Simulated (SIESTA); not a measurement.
A self-consistent single point of CoW2B2 (Immm, 5 atoms in the cell) with SIESTA

Method: LDA PW92, numerical atomic orbitals DZP, PseudoDojo LDA standard norm-conserving potentials (rewritten from UPF to PSML) run with SIESTA.

Input:

```
# files in the folder: Co.psml W.psml B.psml (PseudoDojo LDA standard)
SystemName  Co(BW)2
SystemLabel siesta

NumberOfAtoms                5
NumberOfSpecies              3
%block ChemicalSpeciesLabel
  1 27 Co
  2 74 W
  3 5 B
%endblock ChemicalSpeciesLabel
LatticeConstant              1.0 Bohr
%block LatticeVectors
    -3.017439087    4.334778507    6.719667678
     3.017439087   -4.334778507    6.719667678
     3.017439087    4.334778507   -6.719667678
%endblock LatticeVectors
AtomicCoordinatesFormat      Bohr
%block AtomicCoordinatesAndAtomicSpecies
     0.000000000    0.000000000    0.000000000  1
     3.017439087   -0.000000000    3.964603930  2
     0.000000000    4.334778507    2.755063748  2
     3.017439087    2.600867104   -0.000000000  3
     0.000000000    1.733911403    6.719667678  3
%endblock AtomicCoordinatesAndAtomicSpecies

XC.functional                LDA
XC.authors                   PW92
PAO.BasisSize                DZP
PAO.EnergyShift              0.01 Ry
MeshCutoff                   350 Ry
%block kgrid.MonkhorstPack
    7   0   0  0.0
    0   7   0  0.0
    0   0   7  0.0
%endblock kgrid.MonkhorstPack
OccupationFunction           MP
OccupationMPOrder            1
ElectronicTemperature        3156.43 K
Spin                         polarized
%block DM.InitSpin
  1 +3.00
  2 +0.00
  3 +0.00
  4 +0.00
  5 +0.00
%endblock DM.InitSpin

MaxSCFIterations             150
SCF.Mixer.Method             Broyden
SCF.Mixer.Weight             0.1
SCF.Mixer.History            6
SCF.DM.Tolerance             1.0E-04
Diag.ParallelOverK           true
WriteForces                  true
Charge.Mulliken              end
```

Output, abridged:

```
reinit: Reading from file input.fdf

reinit: System Name: Co(BW)2
reinit: System Label: siesta

NOTE on units for spin output:
{S} is the spin magnetic moment, in units of the Bohr magneton,
assuming a g-factor for the electron spin of exactly 2.
The spin magnetic moment is then numerically equal to the charge inbalance,
in units of electrons, between the spin-up and -down channels.

coor:   Atomic-coordinates input format  =     Cartesian coordinates
coor:                                            (in Bohr units)

siesta: Atomic coordinates (Bohr) and species
siesta:      0.00000   0.00000   0.00000  1        1
siesta:      3.01744  -0.00000   3.96460  2        2
siesta:      0.00000   4.33478   2.75506  2        3
siesta:      3.01744   2.60087  -0.00000  3        4
siesta:      0.00000   1.73391   6.71967  3        5

siesta: System type = bulk

initatomlists: Number of atoms, orbitals, and projectors:      5    83    98

siesta: ******************** Simulation parameters ****************************
redata: Spin configuration                          = collinear
redata: Time-Reversal Symmetry                      = T
redata: Number of Atomic Species                    =        3
redata: Mesh Cutoff                                 =   350.0000 Ry
redata: Net charge of the system                    =     0.0000 |e|
redata: Min. number of SCF Iter                     =        0
redata: Max. number of SCF Iter                     =      150
redata: SCF convergence failure will abort job
redata: SCF mix quantity                            = Hamiltonian
redata: Mix DM or H after convergence               =   F
redata: Recompute H after scf cycle                 =   F
redata: Mix DM in first SCF step                    =   T
redata: No kicks to SCF
redata: DM Mixing Weight for Kicks                  =     0.5000
redata: Require Harris convergence for SCF          =   F
   [... lines left out ...]
diag: Used triangular part                          = Lower
diag: Absolute tolerance                            =  0.100E-15
diag: Orthogonalization factor                      =  0.100E-05
diag: Memory factor                                 =  1.0000

superc: Internal auxiliary supercell:     5 x     7 x     7  =     245
superc: Number of atoms, orbitals, and projectors:   1225  20335  24010

                        Single-point calculation

superc: Internal auxiliary supercell:     5 x     7 x     7  =     245
superc: Number of atoms, orbitals, and projectors:   1225  20335  24010

outcell: Unit cell vectors (Ang):
       -1.596760    2.293866    3.555895
        1.596760   -2.293866    3.555895
        1.596760    2.293866   -3.555895

outcell: Cell vector modules (Ang)   :    4.522815    4.522815    4.522815
outcell: Cell angles (23,13,12) (deg):    138.6526    119.0481     76.3340
outcell: Cell volume (Ang**3)        :     52.0975
new_DM -- step:     1
Initializing Density Matrix...

Attempting to read DM from file... Failed...
DM filled with atomic data (user-defined):

InitMesh: MESH = 60 x 50 x 40 = 120000
InitMesh: Mesh cutoff (required, used) =   350.000   373.810 Ry

stepf: Methfessel-Paxton step function
       Using Hermite-Gauss polynomials of order  1
        iscf     Eharris(eV)        E_KS(eV)     FreeEng(eV)     dDmax    Ef(eV) dHmax(eV)
   scf:    1    -8358.957418    -8428.846871    -8428.853157  0.770063 -2.191046 25.132900
     spin moment: {S} , |S| = {        0.0        0.0    1.46173 }     1.46173
   scf:    2    -8447.574624    -8444.235134    -8444.229249  0.213838 -3.113550  9.220597
     spin moment: {S} , |S| = {        0.0        0.0    0.99349 }     0.99349
   scf:    3    -8450.591242    -8447.761503    -8447.757073  0.056307 -3.269306  6.300359
     spin moment: {S} , |S| = {        0.0        0.0    1.06982 }     1.06982
   scf:    4    -8451.973615    -8450.945189    -8450.941019  0.088520 -3.892272  1.961528
     spin moment: {S} , |S| = {        0.0        0.0    1.08039 }     1.08039
   scf:    5    -8450.011067    -8450.762151    -8450.759907  0.057532 -4.086299  4.025222
     spin moment: {S} , |S| = {        0.0        0.0    0.83501 }     0.83501
   scf:    6    -8451.207887    -8451.174726    -8451.173957  0.027339 -4.090009  0.464061
   [... lines left out ...]
   scf:   20    -8451.299816    -8451.299815    -8451.303862  0.000173 -4.115000  0.001830
     spin moment: {S} , |S| = {        0.0        0.0    0.00275 }     0.00275
   scf:   21    -8451.299816    -8451.299816    -8451.303863  0.000079 -4.114993  0.001526
     spin moment: {S} , |S| = {        0.0        0.0    0.00223 }     0.00223
   scf:   22    -8451.299816    -8451.299816    -8451.303863  0.000043 -4.114984  0.001325
     spin moment: {S} , |S| = {        0.0        0.0    0.00196 }     0.00196
   scf:   23    -8451.299816    -8451.299816    -8451.303863  0.000031 -4.114975  0.001169
     spin moment: {S} , |S| = {        0.0        0.0    0.00177 }     0.00177
   scf:   24    -8451.299816    -8451.299816    -8451.303863  0.000028 -4.114968  0.001033
     spin moment: {S} , |S| = {        0.0        0.0    0.00160 }     0.00160
   scf:   25    -8451.299816    -8451.299816    -8451.303863  0.000024 -4.114962  0.000915
     spin moment: {S} , |S| = {        0.0        0.0    0.00145 }     0.00145
SCF Convergence by DM+H criterion
max |DM_out - DM_in|         :     0.0000244392
max |H_out - H_in|      (eV) :     0.0009146760
SCF cycle converged after 25 iterations

Using DM_out to compute the final energy and forces

siesta: E_KS(eV) =            -8451.2998

siesta: E_KS - E_eggbox =     -8451.2998

siesta: Atomic forces (eV/Ang):
     1   -0.000000   -0.000000    0.000000
     2    0.001627   -0.005810    0.691830
     3   -0.001627    0.005810   -0.691830
     4    0.000436   -0.468360   -0.000172
     5   -0.000436    0.468360    0.000172
   Tot   -0.000000    0.000000   -0.000000
   Max    0.691830
   Res    0.305074    sqrt( Sum f_i^2 / 3N )
   Max    0.691830    constrained

Stress tensor Voigt[x,y,z,yz,xz,xy] (kbar):      188.35      169.22      161.88       -0.40       -0.01        0.09
(Free)E + p*V (eV/cell)    -8456.9341
Target enthalpy (eV/cell)    -8451.3039

siesta: Program's energy decomposition (eV):
siesta: Ebs     =     -1622.354021
siesta: Eions   =     12962.407949
siesta: Ena     =      2890.180896
siesta: Ekin    =      3058.754624
siesta: Enl     =       172.098359
siesta: Eso     =         0.000000
siesta: Edftu   =         0.000000
siesta: DEna    =       108.103655
siesta: DUscf   =         3.286951
siesta: DUext   =         0.000000
siesta: Ex      =     -1581.782293
siesta: Ec      =      -139.534058
siesta: Exc     =     -1721.316351
siesta: Eharris =     -8451.299816
siesta: Etot    =     -8451.299816
siesta: FreeEng =     -8451.303863

siesta: Atomic forces (eV/Ang):
siesta:      1   -0.000000   -0.000000    0.000000
siesta:      2    0.001627   -0.005810    0.691830
siesta:      3   -0.001627    0.005810   -0.691830
siesta:      4    0.000436   -0.468360   -0.000172
siesta:      5   -0.000436    0.468360    0.000172
siesta: ----------------------------------------
siesta:    Tot   -0.000000    0.000000   -0.000000

siesta: Stress tensor (static) (eV/Ang**3):
siesta:     0.117558    0.000053   -0.000008
siesta:     0.000053    0.105618   -0.000250
siesta:    -0.000008   -0.000250    0.101038

siesta: Cell volume =         52.097467 Ang**3

siesta: Pressure (static):
   [... lines left out ...]
siesta:        -173.15002512       -175.66333816  kBar
   [... lines left out ...]

Species: W
Atom  Qatom  Qorb
               5s      6s      6s      5py     5pz     5px     6py     6pz
               6px     5dxy    5dyz    5dz2    5dxz    5dx2-y2 5dxy    5dyz
               5dz2    5dxz    5dx2-y2
   2  6.690   0.932   0.168   0.024   0.964   0.966   0.963   0.139   0.118
              0.165   0.516   0.468   0.458   0.449   0.423  -0.011  -0.037

             -0.011   0.012  -0.018
   3  6.690   0.932   0.168   0.024   0.964   0.966   0.963   0.139   0.118
              0.165   0.516   0.468   0.458   0.449   0.423  -0.011  -0.037

             -0.011   0.012  -0.018

Species: B
Atom  Qatom  Qorb
               2s      2s      2py     2pz     2px     2py     2pz     2px
               3Pdxy   3Pdyz   3Pdz2   3Pdxz   3Pdx2-y2
   4  1.967   0.403   0.101   0.233   0.382   0.424   0.126   0.054   0.067
              0.033   0.036   0.034   0.035   0.038
   5  1.967   0.403   0.101   0.233   0.382   0.424   0.126   0.054   0.067
              0.033   0.036   0.034   0.035   0.038

mulliken: Qtot =       25.499

Mulliken Atomic Populations:
Atom #   charge [q] valence [e]      Sz [e]  Species
     1     0.626344   16.373656    0.001156  Co
     2     0.620675   13.379325    0.000253  W
     3     0.620675   13.379325    0.000253  W
     4    -0.933847    3.933847   -0.000106  B
     5    -0.933847    3.933847   -0.000106  B
 Total    -0.000000                0.001450
```

The run converged in 25 iterations.

The starting cell comes from a database of published, mostly measured structures (it also holds non-ambient and calculated ones), without a prior relaxation at this level. Its lattice was rescaled by a random factor within 2.5 % of one. The starting moments vanished: the run ended non-magnetic, which need not be the lowest state. Values carry the incompleteness of an atom-centred basis. With a pressure of about -17 GPa the cell is away from its equilibrium volume at this level.

Cost on one core of a shared machine: roughly 4 min.
